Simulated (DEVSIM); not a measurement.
Device: abrupt GaAs p-n junction, at 300 K.

Layer 1 from the left is GaAs, thickness (μm) 0.370, Na (cm⁻³) 7.2e15, τn (s) 6.5e-9, τp (s) 6.5e-9. Layer 2 from the left is GaAs, thickness (μm) 18.0, Nd (cm⁻³) 4.5e14, τn (s) 6.5e-9, τp (s) 6.5e-9.

Left contact: ohmic. Right contact: ohmic. Voltage is applied to the left contact. Recombination: SRH at mid-gap, radiative, Auger. Mobility is μmin + (μ − μmin)/(1 + (N/Nref)^α).

Constants are typed, rounded textbook-type inputs, not results; the design itself was drawn at random and stands for no fabricated device. Values at 300 K.

GaAs: gap (eV) 1.424, affinity (eV) 4.07, permittivity 12.9, Nc (cm⁻³) 4.7e17, Nv (cm⁻³) 9e18, μn (cm²/Vs) 8500, μp (cm²/Vs) 400, μn,min 500, μp,min 20, Nref,n 6e16, Nref,p 1.5e17, αn 0.39, αp 0.38, B (cm³/s) 2e-10, Cn (cm⁶/s) 1e-30, Cp (cm⁶/s) 1e-30.

Problem. Estimate by hand the built-in potential, the peak field at zero bias, the capacitance at -3 V, and compare with a numerical solution.

Solution. 
- Built-in potential: ni = √(Nc Nv) exp(−Eg/2kT) = 2250000 cm⁻³ with Eg = 1.424 eV; Vbi = kT/q ln(Na Nd/ni²) = 1.060 V; numerical 1.060 V.
- Peak field at zero bias: depletion approximation: W = √(2εVbi/(qN)) = 1.89 μm with N = 4.24e14 cm⁻³; field = 2Vbi/W = 11200 V/cm; numerical 11000 V/cm (estimate above by 1.7 %).
- Capacitance at -3 V: C = √(qεN / 2(Vbi + |V|)) = 3.09 nF/cm²; numerical 3.11 nF/cm² (estimate below by 0.64 %).

Simulated with DEVSIM: 1D drift-diffusion, Boltzmann statistics, complete ionisation; no tunnelling, impact ionisation, image-force lowering or self-heating.
